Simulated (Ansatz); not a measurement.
The cell is built on a prototype and need not be the phase stable at ambient conditions.

```xyz
4
Lattice="4.8887 0.0000 0.0000 0.0000 4.8887 0.0000 0.0000 0.0000 4.1475" Properties=species:S:1:pos:R:3 pbc="T T T"
Mg     2.4444     0.0000     0.2984
Mg     0.0000     2.4444     3.8491
S      0.0000     0.0000     0.0000
S      2.4444     2.4444     0.0000
```

Space group of this cell: P4/nmm. The cell was relaxed by PBE-D3(BJ); by r2SCAN its mean pressure is 0.9 GPa.

Transport runs along the normal of the first two printed cell vectors.

No gap correction and no spin-orbit coupling; mid-gap values are interpolated between computed energies.

### Question
Predict the band gap and the smallest decay constant κ at mid-gap from r2SCAN in Ansatz (a first-principles code).

### Answer
Gap 2.08 eV on a 6×6×8 mesh; κ = 0.225 1/Å, at the zone centre.
